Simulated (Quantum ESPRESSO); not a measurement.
Input and output of a self-consistent single point for Sr4GaSn3 (Pmm2, 8 atoms in the cell) (Quantum ESPRESSO).

Method: PBEsol, PseudoDojo standard norm-conserving (PBESOL) pseudopotentials (plane waves; Quantum ESPRESSO).

```
CELL_PARAMETERS angstrom
      4.59920     0.00000     0.00000
      0.00000     4.98663     0.00000
      0.00000     0.00000    12.11826
ATOMIC_POSITIONS crystal
  Sr 0.00000 0.00000 0.36058
  Sr 0.00000 0.50000 0.86482
  Sr 0.50000 0.50000 0.13507
  Sr 0.50000 0.00000 0.63774
  Ga 0.00000 0.00000 0.07382
  Sn 0.00000 0.50000 0.57743
  Sn 0.50000 0.50000 0.42209
  Sn 0.50000 0.00000 0.92845
```

Reference input (self-consistent single point, DFT, PBEsol, plane waves, PseudoDojo standard norm-conserving (PBESOL) pseudopotentials): ecutwfc = 80 Ry; occupations = smearing; smearing = cold; degauss = 0.0036749 Ry; potentials = {Sr: Sr.upf, Ga: Ga.upf, Sn: Sn.upf}; K_POINTS = automatic 5 5 2 0 0 0; conv_thr = 1e-10 Ry. This run's input differs from it in these lines:

```diff
@@ -21,3 +21,3 @@
 &ELECTRONS
- conv_thr = 1.0d-10,
+ conv_thr = 7.3e-04,
 /
```

The program printed (abridged):

```
     Self-consistent Calculation

     iteration #  1     ecut=    80.00 Ry     beta= 0.70

     Threshold (ethr) on eigenvalues was too large:
     Diagonalizing with lowered threshold

     total energy              =    -898.58891608 Ry
     estimated scf accuracy    <       0.15894706 Ry

     iteration #  2     ecut=    80.00 Ry     beta= 0.70

     total energy              =    -898.50338324 Ry
     estimated scf accuracy    <       0.47964381 Ry

     iteration #  3     ecut=    80.00 Ry     beta= 0.70

     total energy              =    -898.55991378 Ry
     estimated scf accuracy    <       0.81821851 Ry

   [... 2 blocks of this kind left out ...]

     iteration #  6     ecut=    80.00 Ry     beta= 0.70

     total energy              =    -898.63558987 Ry
     estimated scf accuracy    <       0.00355997 Ry

     iteration #  7     ecut=    80.00 Ry     beta= 0.70
     Minimization algorithm failed to find Fermi energy: reverting to bisection
     Possible cause: smearing is larger than the electronic band-gap.
     End of self-consistent calculation

     the Fermi energy is     7.6965 ev

!    total energy              =    -898.63582932 Ry
     estimated scf accuracy    <       0.00017880 Ry
     smearing contrib. (-TS)   =       0.00013348 Ry
     internal energy E=F+TS    =    -898.63596281 Ry

     convergence has been achieved in   7 iterations

     Forces acting on atoms (cartesian axes, Ry/au):

     atom    1 type  1   force =     0.00000000    0.00000000   -0.00166989
     atom    2 type  1   force =     0.00000000    0.00000000    0.00048203
     atom    3 type  1   force =     0.00000000    0.00000000   -0.00710528
     atom    4 type  1   force =     0.00000000    0.00000000   -0.00672051
     atom    5 type  2   force =     0.00000000    0.00000000   -0.00208269
   [... lines left out ...]
     Total force =     0.018272     Total SCF correction =     0.049387
   [... lines left out ...]
     SCF correction compared to forces is large: reduce conv_thr to get better values

          total   stress  (Ry/bohr**3)                   (kbar)     P=      -19.21
  -0.00014751   0.00000000   0.00000000          -21.70        0.00        0.00
   0.00000000  -0.00012216   0.00000000            0.00      -17.97        0.00
   0.00000000   0.00000000  -0.00012218            0.00        0.00      -17.97

   JOB DONE.
```

The run converged in 7 iterations. Against the reference run the free energy hardly moves (within 1 meV/atom), the pressure hardly changes (-1.87 to -1.92 GPa) and the largest force goes from 0.175 to 0.389 eV/Å. The full log also holds: “SCF correction compared to forces is large: reduce conv_thr to get better values”.

The starting cell comes from a database of computed structures (which also holds hypothetical and non-ambient phases and stackings), without a prior relaxation at this level.

Cost on one core of a shared machine: roughly 10 min.
